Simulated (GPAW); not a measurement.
A working GPAW input for V3Pt (Pm-3n, 8 atoms in the cell) (DFT LDA (Perdew-Wang 92), plane waves, GPAW PAW datasets LDA (gpaw-data 1.0.1)):

```python
from ase import Atoms
from ase.units import GPa
from gpaw import GPAW

atoms = Atoms(['V', 'V', 'V', 'V', 'V', 'V', 'Pt', 'Pt'],
              cell=[[4.788090, 0.000000, 0.000000],
                    [0.000000, 4.788090, 0.000000],
                    [0.000000, 0.000000, 4.788090]],
              scaled_positions=[[0.000000, 0.750000, 0.500000],
                                [0.000000, 0.250000, 0.500000],
                                [0.750000, 0.500000, 0.000000],
                                [0.250000, 0.500000, 0.000000],
                                [0.500000, 0.000000, 0.750000],
                                [0.500000, 0.000000, 0.250000],
                                [0.000000, 0.000000, 0.000000],
                                [0.500000, 0.500000, 0.500000]],
              pbc=True)

calc = GPAW(mode={'name': 'pw', 'ecut': 800},
            xc='LDA',
            kpts=(5, 5, 5),
            occupations={'name': 'fermi-dirac', 'width': 0.1},
            nbands=-12,
            convergence={'forces': 0.001},
            symmetry={'symmorphic': False, 'tolerance': 0.0005},
            maxiter=100)

atoms.calc = calc

energy = atoms.get_potential_energy()
print('Energy (eV):', round(energy, 6))
forces = atoms.get_forces()
print('Forces (eV/Ang):')
print(forces.round(5))
stress = atoms.get_stress()
print('Stress (GPa, Voigt):', (stress / GPa).round(4))
```

The run converged in 37 iterations: free energy E − TS (from the program's reference atoms) -76.6150 eV; Fermi level (on the code's own zero) 10.55 eV; pressure -9.86 GPa. Each of these slips is then made, one at a time:

(1)
```diff
-                                [0.500000, 0.500000, 0.500000]],
-              pbc=True)
+                                [0.500000, 0.500000, 0.500000]])
```

(2)
```diff
-            maxiter=100)
+            maxiter=5)
```

Problem. What happens in each case?

Solution. 
(1) Periodic boundary conditions left out. The program stopped before any SCF iteration, with the message: ValueError: K-points can only be used with PBCs!.

(2) An iteration limit that is too low. The run ended unconverged after 5 iterations, with the message: gpaw.KohnShamConvergenceError: Did not converge! See text output for help..

The starting cell comes from a database of computed structures (which also holds hypothetical and non-ambient phases and stackings), without a prior relaxation at this level. Spin polarisation is off. In the base run, with a pressure of about -10 GPa the cell is away from its equilibrium volume at this level.

Left out of this page: 3 runs of the series outside the window shown, repeating another row's setting, or not comparable.
